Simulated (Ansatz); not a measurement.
The starting structures come from a database of crystals and need not be the phases stable at ambient conditions.

 Where the default PAW files enter, the runs use the earlier of Ansatz's two default sets.

Tunnelling through a barrier is set by its complex band structure: the current falls as exp(−2κd) with the smallest κ.

Consider the following.

```xyz
6
Lattice="5.3976 0.0000 0.0000 2.6988 7.4116 0.0000 2.6988 -0.9827 2.5135" Properties=species:S:1:pos:R:3 pbc="T T T"
Ca     4.0482     5.6854     0.7740
Ca     4.0482     0.7435     1.7396
H      2.6988     0.0000     0.0000
H      0.0000     0.0000     0.0000
Cl     6.7470     4.6884     0.3842
Cl     6.7470     1.7405     2.1294
```

Space group of this cell: P4/nmm. The cell is taken as given.

Transport runs along the normal of the first two printed cell vectors, the (111) plane of the conventional cell.

No gap correction and no spin-orbit coupling; mid-gap values are interpolated between computed energies.

### Question
Compute, with r2SCAN (Ansatz, an electronic-structure program), the band gap and the smallest decay constant κ at mid-gap.

### Answer
Gap 4.24 eV on a 12×12×12 mesh; κ = 0.427 1/Å, at (0.000, 0.500) of the in-plane reciprocal vectors. At the zone centre, at the nearest computed energy, the slowest state has κ = 0.49 1/Å.
